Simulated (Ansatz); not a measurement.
**LiNbO$_{3}$ (space group R3c, No. 161)**

Space group R3c, hexagonal axes (No. 161); a = b = 5.137 Å, c = 13.885 Å, α = β = 90.00°, γ = 120.00°

```tsv
atom	site	symmetry	x	y	z
Li	6a	3.	0.0000	0.0000	0.2978
Nb	6a	3.	0.0000	0.0000	0.0158
O	18b	1	0.0448	0.3436	0.0789
```
(The calculation used a cell of 10 atoms; values per cell refer to that cell.)

The values are results of Ansatz (a quantum-chemistry and plane-wave program), r2SCAN, PAW, cutoff 500 eV, without spin-orbit coupling, not measurements. k-mesh 8×8×8 (Γ-centred); smearing 0.05 eV (Fermi–Dirac).

* **Volume per atom**: 10.58 Å³
* **Density**: 4.64 g/cm³
* **Band gap**: 4.00 eV (uncertain: the edges found on the path are not clean extrema)
* **Total energy**: -1296.139 eV/atom (σ→0; compares only within this code and set-up)

Whether these cells are dynamically stable was not tested.
